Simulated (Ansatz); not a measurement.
**A computed series for hypothetical Fddd WSi2: response to strain**

The parent structure is WSi₂ (space group Fddd, No. 70; a hypothetical phase, not in the database extracts checked).

```
WSi2
1.0
    0.00000     3.93679     4.45742
    2.27841     0.00000     4.45742
    2.27841     3.93679     0.00000
Si W
4 2
Direct
  0.66397   0.33603   0.66397
  0.33603   0.66397   0.33603
  0.58603   0.91397   0.58603
  0.91397   0.58603   0.91397
  0.00000   0.00000   0.00000
  0.25000   0.25000   0.25000
```

Cartesian axes are those of the cell as printed.

Strains are applied to the cell and any free atomic positions relax.

Levels (all Ansatz, an electronic-structure program, PAW): PBEsol (420 eV, no SOC); r2SCAN (500 eV, no spin-orbit coupling).

Pressures by level, all at the geometries relaxed with PBEsol:

```json
[
 {"case": "base", "PBEsol": "0.0 GPa", "r2SCAN": "0.5 GPa"},
 {"case": "isotropic strain −1.11 %", "PBEsol": "8.3 GPa", "r2SCAN": "___"},
 {"case": "isotropic strain −0.82 %", "PBEsol": "6.0 GPa", "r2SCAN": "___"},
 {"case": "isotropic strain +5.28 %", "PBEsol": "-25.2 GPa", "r2SCAN": "-25.3 GPa"},
 {"case": "tensor shear ε_xy = −0.93 %", "PBEsol": "0.1 GPa", "r2SCAN": "___"}
]
```

Question: Complete the table.

Answer: 
- isotropic strain −1.11 %, r2SCAN: 9.0 GPa
- isotropic strain −0.82 %, r2SCAN: 6.6 GPa
- tensor shear ε_xy = −0.93 %, r2SCAN: 0.6 GPa

Single points use the geometry relaxed with PBEsol. Their cutoffs differ, which shifts pressures a little. Whether these cells are dynamically stable was not tested. The final runs are not spin-polarised.
